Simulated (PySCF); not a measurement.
PySCF 2.14.0, R2SCAN/def2-svp, df: Al(Br)(Vi)(NH2) (C=[CH][Al]([NH2])[Br]), 10 atoms. The geometry is a generated start, not checked to be a minimum at this level.

```
Quantity                      Result
-------------------  ---------------
task                          energy
method                        r2scan
basis                       def2-svp
two-electron scheme  density fitting
mol.max_memory               3000 MB
mf.max_cycle                     100
mf.diis_space            8 (default)
mf.conv_tol          1e-09 (default)
mf.grids.level           3 (default)
basis functions                  117
grid points                   130784
```

```xyz
10

Al    -0.8637     0.2123     0.5551
Br    -3.0726     0.1959     1.0514
C     -0.2665    -0.8510    -0.9958
C      0.9914    -0.8070    -1.4290
H     -0.9618    -1.5017    -1.5323
H      1.3454    -1.3786    -2.2778
H      1.7322    -0.1825    -0.9503
N      0.1487     1.2080     1.6189
H     -0.2084     1.8147     2.3482
H      1.1553     1.2900     1.6115
```

With the defaults (mf.init_guess = minao, mf.DIIS = CDIIS, mf.diis = true, newton = off, mf.level_shift = 0) it converges in 12 Fock builds. One run each on 2 threads, 1 BLAS thread, with these changes:
- mf.DIIS = EDIIS
- mf.level_shift = 1 Hartree
- mf.diis = false
- mf.level_shift = 0.1 Hartree
- mf.init_guess = atom
- mf.DIIS = ADIIS
- mf.init_guess = 1e
- mf.init_guess = sap
- newton = Hessian by the SCF's own integrals

**Question.** Which of these changes keep the SCF from converging, or lead it to another solution?

**Answer.** No convergence: mf.init_guess = 1e; mf.DIIS = EDIIS; mf.diis = false (the run ends without SCF convergence in 100 cycles). The rest reach the solution of the defaults.

```csv
setting,Fock builds,end
the defaults,12,same solution
mf.level_shift = 0.1 Hartree,13,same solution
mf.init_guess = atom,13,same solution
mf.DIIS = ADIIS,22,same solution
mf.init_guess = sap,26,same solution
newton = Hessian by the SCF's own integrals,27,same solution
mf.level_shift = 1 Hartree,45,same solution
mf.init_guess = 1e,101,no convergence
mf.DIIS = EDIIS,101,no convergence
mf.diis = false,101,no convergence
```

Under newton the count holds the products with the orbital Hessian.
